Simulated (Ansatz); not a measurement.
The starting structures come from a database of crystals and need not be the phases stable at ambient conditions.

Inside the gap of an insulator the Bloch states are evanescent, with a wavenumber k + iκ along the transport direction.

Data:

```xyz
6
Lattice="4.4256 0.0000 0.0000 0.0000 5.3965 0.0000 0.0000 0.0000 3.3777" Properties=species:S:1:pos:R:3 pbc="T T T"
Fe     2.2128     2.6983     1.6888
Fe     0.0000     0.0000     0.0000
S      3.0997     0.6574     1.6888
S      1.3259     4.7391     1.6888
S      0.8869     2.0409     0.0000
S      3.5387     3.3557     0.0000
```

The cell is taken as given; by PBEsol it stands under a pressure of -5.9 GPa.

Transport runs along the normal of the first two printed cell vectors.

The gap is the functional's own. No spin-orbit coupling. Mid-gap values are those at the computed energy nearest the middle.

Q: Estimate the band gap and the smallest decay constant κ at mid-gap that Ansatz (an electronic-structure program) with PBEsol returns for this system.

A: Gap 0.82 eV on a 8×6×10 mesh; κ = 0.241 1/Å, at (0.375, 0.000) of the in-plane reciprocal vectors. At the zone centre the slowest state has κ = 0.26 1/Å.
